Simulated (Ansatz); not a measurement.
## fcc Al: the defect Zr on the Al site

Method: PBE, PAW (plane waves to 420 eV; Ansatz, a quantum-chemistry and plane-wave program). Set-up: 108-site cell; 4×4×4 shifted k-points; start: the Al site; not converged in cell size; the relaxation kept the symmetry of the starting site.

Neighbours after relaxation, in Å: of the Zr atom: Al 2.89, Al 2.89, Al 2.89, Al 2.89, Al 2.89, Al 2.89, Al 2.89, Al 2.89 (the shell may go on).

Formation energies E_f are those of the neutral cell. Chemical conditions: impurity bounded by its compound with the host (Δμ(Al) = 0.00 eV, Δμ(Zr) = -1.95 eV, bounded by ZrAl3 (I4/mmm); only phases computed here count, gases as isolated molecules at 0 K). Reference phases: Al: fcc Al, Zr: hcp Zr.

```tsv
charge	moment (μB)	point group	largest move off a lattice site (Å)	E_f, impurity bounded by its compound with the host (eV)
0	not spin-polarised	Oh	0.03	0.82
```

Point groups are those of the whole cell at tolerances of 0.03 and 0.1 Å ("near" where only the looser one holds); none is given for unsettled states.

All states together cost around 9 core-minutes (rough).
